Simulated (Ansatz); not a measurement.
# A computed series for Al2Au: pressure series

Consider Al2Au (space group Fm-3m, No. 225; a = 6.0024 Å).

Cell and atoms are relaxed at each pressure.

The values are results of DFT with PBEsol, PAW potentials and a 420 eV plane-wave cutoff in Ansatz (an electronic-structure program), no spin-orbit coupling, not measurements.

Notes on the quantities. enthalpy: H = E + PV relative to the base's energy.

```
variant              density       enthalpy
----------------  ----------  -------------
base              7.71 g/cm³              –
pressure −2 GPa   7.57 g/cm³  -0.23 eV/atom
pressure −1 GPa   7.64 g/cm³  -0.11 eV/atom
pressure 0.3 GPa           ?  +0.03 eV/atom
pressure 0.7 GPa  7.75 g/cm³  +0.08 eV/atom
pressure 1.5 GPa           ?  +0.17 eV/atom
pressure 3 GPa    7.90 g/cm³  +0.33 eV/atom
pressure 5 GPa             ?  +0.55 eV/atom
pressure 7.5 GPa  8.16 g/cm³  +0.82 eV/atom
pressure 10 GPa   8.29 g/cm³  +1.08 eV/atom
```

Q: Complete the table.

A: 
- pressure 0.3 GPa, density: 7.73 g/cm³
- pressure 1.5 GPa, density: 7.80 g/cm³
- pressure 5 GPa, density: 8.02 g/cm³

Load acts through the strain it causes; cell and atoms are relaxed under it. Stability against distortions was not tested. No other phases were tried under pressure.
